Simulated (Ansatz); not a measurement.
Data:

```yaml
crystal:
  lattice:
    - [4.25131, 0.00000, 0.00000]
    - [-2.12566, 3.68174, 0.00000]
    - [0.00000, 0.00000, 6.93974]
  atoms:
    - { symbol: Cd, position: [0.33333, 0.66667, 0.00025] }
    - { symbol: Cd, position: [0.66667, 0.33333, 0.50025] }
    - { symbol: Se, position: [0.33333, 0.66667, 0.37575] }
    - { symbol: Se, position: [0.66667, 0.33333, 0.87575] }
```

No spin polarisation.

Level of theory: PBE, PAW, 420 eV (Ansatz, a program for electronic structure; scalar-relativistic without spin-orbit coupling). Settings: 9×9×5 k-points, 0.05 eV Fermi–Dirac smearing.

Problem. What pressure (mean of the normal stresses, compression positive) does the calculation give?

Solution. 5.05 GPa.

Problem. Estimate the band gap.

Solution. 0.74 eV.

Problem. What width of the top valence band does the calculation give?

Solution. 1.83 eV.

The cells carry an imposed strain or load. Stability against distortions was not tested. The cell was made from CdSe in the wurtzite structure (space group P6_3mc, No. 186) by this change: isotropic strain −3.00 %.
